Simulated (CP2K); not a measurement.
Worked example: self-consistent single point of ZrGeSe (P1, 6 atoms in the cell) in CP2K.

Method of the run: LDA (Pade form), GPW, TZVP-MOLOPT-SR-GTH basis, GTH-PADE potentials (GTH_POTENTIALS) in CP2K 2026.2.

The change in words: atoms moved at random. Reference geometry:
```
ZrGeSe
1.0
    3.63083     0.00000     0.00000
    0.00000     3.63083     0.00000
    0.00000     0.00000     8.16948
Zr Ge Se
2 2 2
Direct
  0.00000   0.50000   0.73901
  0.50000   0.00000   0.26099
  0.00000   0.00000   0.00000
  0.50000   0.50000   0.00000
  0.50000   0.00000   0.62245
  0.00000   0.50000   0.37755
```

Reference input (self-consistent single point, DFT LDA (Pade form), GPW, TZVP-MOLOPT-SR-GTH basis, GTH-PADE potentials (GTH_POTENTIALS)): CUTOFF = 500 Ry; REL_CUTOFF = 40 Ry; SMEAR/METHOD = GAUSSIAN; SIGMA = 0.1 eV; KPOINTS/SCHEME = MACDONALD 6 6 3 0.08333333333 0.08333333333 0; XC_FUNCTIONAL = PADE; Zr/BASIS_SET = TZVP-MOLOPT-SR-GTH-q12; Zr/POTENTIAL = GTH-PADE-q12; Ge/BASIS_SET = TZVP-MOLOPT-SR-GTH-q4; Ge/POTENTIAL = GTH-PADE-q4; Se/BASIS_SET = TZVP-MOLOPT-SR-GTH-q6; Se/POTENTIAL = GTH-PADE-q6. This run's input differs from it in these lines:

```diff
@@ -68,8 +68,8 @@
     &COORD
-      Zr       0.00000000     1.81541500     6.03732963
-      Zr       1.81541500     0.00000000     2.13215337
-      Ge       0.00000000     0.00000000     0.00000000
-      Ge       1.81541500     1.81541500     0.00000000
-      Se       1.81541500     0.00000000     5.08509469
-      Se       0.00000000     1.81541500     3.08438831
+      Zr       0.02005307     1.85846212     6.04695328
+      Zr       1.83350380    -0.00168834     2.15452141
+      Ge       0.01764220    -0.00677876     0.02843797
+      Ge       1.80604383     1.80037973    -0.01319372
+      Se       1.76078553     0.02075019     5.07611643
+      Se       0.00821657     1.77512005     3.04611428
     &END COORD
```

Log, with long lists cut:

```
 SCF WAVEFUNCTION OPTIMIZATION

  Step     Update method      Time    Convergence         Total energy    Change
     1 NoMix/Diag. 0.30E+00      -     2.09648542      -122.7275909488 -1.23E+02
     2 Broy./Diag. 0.30E+00      -     0.01333238      -122.6985799096  2.90E-02
     3 Broy./Diag. 0.30E+00      -     0.03850448      -122.0111864964  6.87E-01
     4 Broy./Diag. 0.30E+00      -     0.01297318      -121.5716858791  4.40E-01
     5 Broy./Diag. 0.30E+00      -     0.00286567      -121.5794040467 -7.72E-03
     6 Broy./Diag. 0.30E+00      -     0.00161352      -121.5806841361 -1.28E-03
   [... 5 lines left out ...]
    12 Broy./Diag. 0.30E+00      -     0.00001098      -121.5979507842 -6.70E-05
    13 Broy./Diag. 0.30E+00      -     0.00000120      -121.5979730682 -2.23E-05
    14 Broy./Diag. 0.30E+00      -     0.00000235      -121.5979452493  2.78E-05
    15 Broy./Diag. 0.30E+00      -     0.00000043      -121.5979385471  6.70E-06
  *** SCF run converged in    15 steps ***

  Overlap energy of the core charge distribution:               0.00000000294015
  Self energy of the core charge distribution:               -229.39996064745282
  Core Hamiltonian energy:                                     51.08219512074502
  Hartree energy:                                              75.20211102040153
  Exchange-correlation energy:                                -18.48209186333546
  Smearing free energy correction:                             -0.00019218006497
  Fermi energy:                                                 0.36819516667668

  Total energy:                                              -121.59793854711113
  Total energy (extrapolated to sigma->0):                   -121.59784245707864

   [... lines left out ...]

 STRESS| Analytical stress tensor [bar]
 STRESS|                        x                   y                   z
 STRESS|      x        3.09798082209E+04   8.33204701186E+02  -2.16285899058E+03
 STRESS|      y        8.33204701186E+02   2.80446136274E+04   4.29418613689E+03
 STRESS|      z       -2.16285899058E+03   4.29418613689E+03   1.92136622061E+04
 STRESS| 1/3 Trace                                             2.60793613515E+04
```

The run converged in 15 iterations. Against the reference run the free energy goes up by 10.0 meV/atom, the pressure goes from 2.34 to 2.61 GPa and the largest force goes from 0.164 to 0.685 eV/Å.

The starting cell comes from a database of computed structures (which also holds hypothetical and non-ambient phases and stackings), without a prior relaxation at this level. Its lattice was rescaled by a random factor within 2.5 % of one. For this run, on top of that: atoms moved at random. Values carry the incompleteness of an atom-centred basis.

Cost on one core of a shared machine: roughly 3 min.
